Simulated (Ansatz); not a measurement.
## Input and output of a self-consistent single point for Zr (Im-3m, 1 atom in the cell) (Ansatz)

Computed with LDA (PW92), default PAW files made with PBE (plane waves; Ansatz, a first-principles code).

Input:

Ansatz 0.2 input:
```yaml
crystal:
  lattice:
    - [-1.799799, 1.799799, 1.799799]
    - [1.799799, -1.799799, 1.799799]
    - [1.799799, 1.799799, -1.799799]
  atoms:
    - { symbol: Zr, position: [0.000000, 0.000000, 0.000000] }
basis:
  ecutwfc: 420.0
kpoints:
  mp_grid: { grid: [13, 13, 13] }
hamiltonian:
  xc: lda
  pseudopotentials: { kind: paw }
scf:
  occupations: { method: fermi_dirac, width: 0.1 }
output:
  forces: true
  eigenvalues: true
  stress: true
```

Log, with long lists cut:

```
WARN ansatz: RAYON_NUM_THREADS=1 ignored (pool sized by the plan → 1); use --threads N
Pseudopotentials: kind: paw
Pseudopotential: Zr, paw, valence charge 12
Crystal: 1 atoms, lattice volume = 23.320 Å³
Basis set: ecut = 420 eV, 459 PW (Γ)
Bands: 10, of which v1, the nominal top of the filled ones, is band 6 counted from 1 (5 counted from 0)
Symmetry: 48 space group operations
Space group: Im-3m (ITA 229), of the structure as read, at distance tolerance 2.9e-5 Å
k-points: 84 of 2197
PAW frozen core: Zr, regenerated for the run's functional, and the local potential with it
Initial density: superposition of atomic densities (neutral atoms: chi_scale 0, normalization atom), corrected by the library's trained network
Initial wavefunctions: pseudopotential atomic-orbital guess
Eigensolver: davidson
Functional: x = slater, c = lda
SCF iter   1: F=—  HF=-4077.387430 eV  |F-HF|=—  |Δ(HF+E_count)|=         —  Δρ=5.52e-3  dr2=4.29e-3  ethr=1.77e-3  ⟨swp⟩=5.0  Hψ=4738  notcnv=0
all-band conjugate gradients solve this SCF's bands
preconditioner: auto → none
SCF iter   2: F=—  HF=-4077.386363 eV  |F-HF|=—  |Δ(HF+E_count)|=   1.07e-3  Δρ=2.51e-3  dr2=5.51e-4  ethr=3.58e-5  ⟨swp⟩=1.0  Hψ=1512  notcnv=0
SCF iter   3: F=—  HF=-4077.386418 eV  |F-HF|=—  |Δ(HF+E_count)|=   5.55e-5  Δρ=5.85e-4  dr2=3.26e-5  ethr=4.59e-6  ⟨swp⟩=1.0  Hψ=840  notcnv=0
SCF iter   4: F=—  HF=-4077.386422 eV  |F-HF|=—  |Δ(HF+E_count)|=   3.64e-6  Δρ=2.59e-5  dr2=6.51e-8  ethr=2.72e-7  ⟨swp⟩=1.0  Hψ=840  notcnv=0
iter 5 did not close the SCF: its close was put off for the readings that it lacked (scf_convergence_deferred on its scf_iter line)
SCF iter   5: F=-4077.386422 eV  HF=-4077.386422 eV  |F-HF|=1.74e-9  |Δ(HF+E_count)|=   3.12e-8  Δρ=6.51e-6  dr2=4.05e-9  ethr=5.43e-10  ⟨swp⟩=2.0  Hψ=1355  notcnv=0
SCF iter   6: F=-4077.386422 eV  HF=-4077.386422 eV  |F-HF|=1.68e-10  |Δ(HF+E_count)|=   1.19e-9  Δρ=2.10e-6  dr2=4.12e-10  ethr=3.38e-11  ⟨swp⟩=2.0  Hψ=2446  notcnv=0
SCF 1 converged in 6 iterations: F = -4077.386422 eV  dr2 = 4.12e-10
SCF converged after 6 iterations
Free energy (F): -4077.386422 eV
Harris-Foulkes:  -4077.386422 eV  (|F-HF|=1.68e-10)
Internal energy: -4077.323446 eV  (E = F + TS)
E sigma→0 (E₀):  -4077.354934 eV
Entropy (-TS):   -0.062976 eV (-62.976 meV/atom)
Fermi energy:    13.417618 eV
--- Per-component energies (eV) ---
  E_band       = -99.085879
  E_kinetic    = 332.895618
  E_local      = -633.126127  (includes V_loc(G=0)·N_el)
  E_nonlocal   = 85.175375
  E_hartree    = 194.918543
  E_xc         = -159.934607
  E_vxc        = -189.917306  (∫ρ·V_xc dr)
  E_paw        = -2849.432195  (= ΣΔE_a)
  E_vpaw       = -83.950716  (= ΣTr[D̂ρ^β])
  E_aug_tail   = 0.000023  (compensation charges beyond the density's cutoff)
  E_ewald      = -1048.190478
  E_core_change = 0.370401  (= ΣΔE_core)
  E_smearing   = -0.062976  (= −TS)
  E_closure    = 0.000000  (closes the sum)
  Σ components = -4077.386422   (vs F -4077.386422, Δ=0.00e0)
--- Forces (eV/Å), atoms counted from 1 ---
  atom   1  Zr     0.00000000    -0.00000000     0.00000000
  max |Σ_I F_I| component: 3.49e-32 eV/Å
--- Stress (GPa, compression-positive) ---
       -8.145519       0.000000       0.000000
        0.000000      -8.145519      -0.000000
       -0.000000      -0.000000      -8.145519
  P = ⅓ Tr σ = -8.1455 GPa (-81.455 kbar)
  The stress holds the Pulay correction. Without it, at fixed plane waves, as pw.x and ABINIT print it: P = -8.1581 GPa
--- Band table (eV; the first three rows and the last of 84) ---
  k-point 0: bands = ["-34.9365", "-12.4922", "-12.4922", "-12.4922", "8.0640", "14.5063", "14.5063", "14.5063", "16.9894", "16.9894"]
  k-point 1: bands = ["-34.9279", "-12.5520", "-12.5105", "-12.4926", "8.2655", "14.3743", "14.4621", "14.7014", "16.7906", "16.9885"]
  k-point 2: bands = ["-34.9040", "-12.7146", "-12.5608", "-12.4938", "8.8279", "14.0356", "14.2578", "15.2742", "16.5004", "17.0064"]
  k-point 83: bands = ["-34.6787", "-13.1629", "-13.1521", "-13.1521", "10.9597", "10.9818", "18.5054", "18.5054", "18.9414", "20.5278"]
```

The run converged in 6 iterations.

The starting cell comes from a database of computed structures (which also holds hypothetical and non-ambient phases and stackings), without a prior relaxation at this level. Its lattice was rescaled by up to half a per cent. With a pressure of about -8 GPa the cell is away from its equilibrium volume at this level. Ansatz's pressure includes its estimate of the finite-basis (Pulay) stress.
